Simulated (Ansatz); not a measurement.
Consider interstitial Li in wurtzite CdSe, charge state +1. The step: one Li atom jumps by itself; the atom moves 3.57 Å along (0.00, -0.02, 0.50) of the unit cell; the moving atom starts with neighbours Cd at 3.17, 2 Cd at 3.20, Cd at 3.21, Cd at 3.23, Cd at 3.27; Se at 2.59, Se at 2.60, Se at 2.63 Å and ends with Cd at 3.19, 2 Cd at 3.20, Cd at 3.22, Cd at 3.23, Cd at 3.26; Se at 2.60, Se at 2.61, Se at 2.63 Å. DFT values are from Ansatz (plane-wave PAW, 420 eV unless said) in a cell of 72 host sites, spin-restricted, static, with no finite-size correction. The charge state is imposed; whether it is stable for some Fermi level was not computed. Sites that were not tried may lie lower. For the PBE band: the saddle point's order was not checked, and it lies on a symmetry element of the cell, where a band can be held.

| Level | Forward barrier (eV) | Cost of the band or of the saddle's single point |
|---|---|---|
| CHGNet universal potential (has no charge state), its own band | 0.21 | - |
| PBE, one k-point at (0.125, 0.250, 0.250), band relaxed | 0.23 | very roughly 90 core-minutes |
| PBE, a 2×2×2 k-point mesh shifted by half a step along c, same geometries | 0.22 | roughly 20 core-minutes |
| r2SCAN at 500 eV, one k-point at (0.125, 0.250, 0.250), same geometries | 0.25 | around 10 core-minutes (rough) |

Ansatz is a quantum-chemistry and plane-wave program.
